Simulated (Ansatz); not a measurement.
Take CsI in the CsCl type structure (space group Pm-3m, No. 221; a = 4.6100 Å) as the base.

The change: an isotropic linear strain of −5.96 %, atoms relaxed at fixed cell.

The values are results of r2SCAN, PAW, 500 eV (Ansatz, an electronic-structure program; no SOC), not measurements.

Base, band edges from the VBM (valence, conduction): M 0.00, 4.77; R -1.24, 7.66; X -0.22, 5.68; Γ -0.09, 4.51 eV.

Question: Give the band edges at the high-symmetry points of the new zone, measured from its valence-band maximum.

Answer: 
| point | valence edge (eV) | conduction edge (eV) |
|---|---|---|
| Γ | -0.03 | 4.34 |
| X | -0.33 | 5.57 |
| M | 0.00 | 4.74 |
| R | -1.74 | 8.36 |

The gap is 4.34 eV, indirect, M → Γ.

With I present, leaving out spin-orbit coupling can change the band edges. Stability against distortions was not tested.
